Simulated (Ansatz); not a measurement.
The decay constant κ of evanescent states in the gap governs leakage through a thin film.

Given:

```
SnO2
1.0
    3.20750     0.00000     0.00000
    0.00000     4.76482     0.00000
    0.00000     0.00000     4.76482
Sn O
2 4
Direct
  0.50000   0.50000   0.50000
  0.00000   0.00000   0.00000
  0.50000   0.80597   0.19403
  0.50000   0.19403   0.80597
  0.00000   0.69403   0.69403
  0.00000   0.30597   0.30597
```

The cell is taken as given; by r2SCAN it stands under a pressure of -0.9 GPa.

Transport runs along the normal of the first two printed cell vectors, the (100) plane of the conventional cell.

The gap is the functional's own. No spin-orbit coupling. Mid-gap values are those at the computed energy nearest the middle.

**Question.** Give the band gap and the smallest decay constant κ at mid-gap that r2SCAN run with Ansatz (a first-principles code) yields.

**Answer.** Gap 1.72 eV on a 10×6×6 mesh; κ = 0.188 1/Å, at the zone centre.
